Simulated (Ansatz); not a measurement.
Band structure of Zr2Au (I4/mmm, 3 atoms in the cell).

```xyz
3
Lattice="-1.6502 1.6502 5.8255 1.6502 -1.6502 5.8255 1.6502 1.6502 -5.8255" Properties=species:S:1:pos:R:3 pbc="T T T"
Zr     0.0000     0.0000     7.6861
Zr     0.0000     0.0000     3.9648
Au     0.0000     0.0000     0.0000
```

Computed with PBEsol, PAW files made with PBE (plane waves; Ansatz, an electronic-structure program).

Settings: kpoints.mp_grid.grid = 10 10 10; hamiltonian.xc = pbesol; hamiltonian.pseudopotentials = {kind: paw} (the program's default PAW files); scf.occupations.method = fermi_dirac; scf.occupations.width = 0.05 eV; kpoints.band_path.npoints = 8.

The starting cell comes from a database of computed structures (which also holds hypothetical and non-ambient phases and stackings), without a prior relaxation at this level. Spin-orbit coupling is off.

Levels in eV from the Fermi level, bands 18 to 25:
```tsv
point	18	19	20	21	22	23	24	25
Γ	-4.22	-3.21	-1.88	-0.69	0.57	1.63	1.63	2.35
X	-2.49	-2.19	-2.13	-1.09	-0.74	1.29	1.79	3.74
Y	-2.45	-2.26	-2.09	-1.19	-0.78	1.23	1.94	3.71
S	-3.46	-2.18	-1.50	-0.64	-0.12	0.41	0.88	0.94
Z	-4.60	-4.22	-1.42	-0.66	0.02	0.83	0.83	2.85
S1	-3.46	-2.18	-1.50	-0.64	-0.12	0.41	0.88	0.94
N	-3.22	-2.70	-1.20	-0.90	0.35	0.40	0.74	0.76
P	-2.46	-2.14	-1.86	-1.86	0.38	0.38	2.27	2.61
Y1	-2.45	-2.26	-2.09	-1.19	-0.78	1.23	1.94	3.71
```

Bands cross the Fermi level along this path, so the cell is metallic at this level.

Keys are those of Ansatz 0.2.
